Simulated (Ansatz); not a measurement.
A zone-centre phonon calculation of Pt3Ti (Pm-3m, 4 atoms in the cell) with Ansatz (a quantum-chemistry and plane-wave program).

Computed with PBE (plane waves, PAW; Ansatz).

```
CELL_PARAMETERS angstrom
      3.93960     0.00000     0.00000
      0.00000     3.93960     0.00000
      0.00000     0.00000     3.93960
ATOMIC_POSITIONS crystal
  Ti 0.00000 0.00000 0.00000
  Pt 0.00000 0.50000 0.50000
  Pt 0.50000 0.00000 0.50000
  Pt 0.50000 0.50000 0.00000
```

Reference input (self-consistent single point, DFT, PBE, plane waves, default PAW files): basis.ecutwfc = 420 eV; kpoints.mp_grid.grid = 8 8 8; hamiltonian.xc = pbe; hamiltonian.pseudopotentials = {kind: paw} (the program's default PAW files); scf.occupations.method = gaussian; scf.occupations.width = 0.1 eV. This run's input differs from it in these lines:

Ansatz 0.2 input:
```diff
@@ -12,3 +12,3 @@
 basis:
-  ecutwfc: 420.0 eV
+  ecutwfc: 295.0 eV
 kpoints:
@@ -20,6 +20,4 @@
   occupations: { method: gaussian, width: 0.1 eV }
-output:
-  forces: true
-  eigenvalues: true
-  stress: true
+phonons:
+  method: dfpt
```

Log, with long lists cut:

```
SCF iter   1: F=—  HF=-40071.463591 eV  |F-HF|=—  |Δ(HF+E_count)|=         —  Δρ=1.78e-2  dr2=2.12e-1  ethr=1.77e-3  ⟨swp⟩=3.7  Hψ=15006  notcnv=0
all-band conjugate gradients solve this SCF's bands
preconditioner: auto → Resta (q_TF=auto, 2.763 Å⁻¹)
SCF iter   2: F=—  HF=-40071.447313 eV  |F-HF|=—  |Δ(HF+E_count)|=   1.63e-2  Δρ=9.30e-3  dr2=6.17e-2  ethr=3.20e-4  ⟨swp⟩=2.0  Hψ=6601  notcnv=0  defer=96
   [... lines left out ...]
SCF iter   7: F=—  HF=-40071.442714 eV  |F-HF|=—  |Δ(HF+E_count)|=   1.34e-8  Δρ=2.39e-6  dr2=2.27e-9  ethr=1.64e-10  ⟨swp⟩=1.6  Hψ=5266  notcnv=0  defer=96
SCF iter   8: F=—  HF=-40071.442714 eV  |F-HF|=—  |Δ(HF+E_count)|=  8.51e-10  Δρ=8.88e-7  dr2=6.98e-10  ethr=3.45e-12  ⟨swp⟩=2.0  Hψ=8494  notcnv=0  defer=96
SCF iter   9: F=—  HF=-40071.442714 eV  |F-HF|=—  |Δ(HF+E_count)|=  1.09e-10  Δρ=1.66e-7  dr2=1.07e-11  ethr=1.06e-12  ⟨swp⟩=2.3  Hψ=7374  notcnv=0  defer=96
SCF iter  10: F=-40071.442714 eV  HF=-40071.442714 eV  |F-HF|=1.46e-11  |Δ(HF+E_count)|=  7.28e-12  Δρ=1.62e-8  dr2=9.07e-14  ethr=1.00e-12  ⟨swp⟩=7.1  Hψ=18347  notcnv=0
SCF 1 converged in 10 iterations: F = -40071.442714 eV  dr2 = 9.07e-14
DFPT response loops at Γ: preconditioner auto → Kerker (q_TF=auto, 2.763 Å⁻¹) (partly filled bands, converged f_vac=0.000) …
Free energy (F): -40071.442714 eV
Internal energy: -40071.433765 eV  (E = F + TS)
E sigma→0 (E₀):  -40071.438239 eV
Entropy (-TS):   -0.008949 eV (-2.237 meV/atom)
Fermi energy:    21.703088 eV
--- Phonons (Γ-DFPT): 3 representative perturbations + reference, on 125 of 512 k-points (Σ response iterations 9) ---
  k mesh reduced under 8 symmetry operations, with k and −k counted as one. Each operation leaves every solved displacement unchanged or reverses it
  ASR residual: 8.155e-6 → 0.000e0 eV/Å²; symmetrization residual: 6.803e-6 eV/Å²
  ASR residual per site (eV/Å²): 8.15e-6 4.75e-6 4.75e-6 4.75e-6
  Γ frequencies (cm⁻¹): 0.00 0.00 0.00 100.38 100.38 100.38 151.08 151.08 151.08 170.97 170.97 170.97
  non-analytic LO–TO correction: not included (Born effective charges unavailable; polar crystals: no LO–TO splitting at Γ)
```

The run converged in 10 iterations. 

Summary of the result:
```
Property                                                                                                 Value
--------------------------------------------------------  ----------------------------------------------------
Free energy E − TS (on the zero of these files)                                                 -40071.4427 eV
Fermi level (on the code's own zero)                                                                  21.70 eV
Zone-centre frequencies (cm⁻¹; negative means imaginary)  0, 0, 0, 100, 100, 100, 151, 151, 151, 171, 171, 171
```

The starting cell has typed, rounded lattice constants, without a prior relaxation at this level. Its lattice was rescaled by up to half a per cent. Spin polarisation is off. The cutoff lies below the one recommended for these files.

Cost on one core of a shared machine: roughly 70 s.
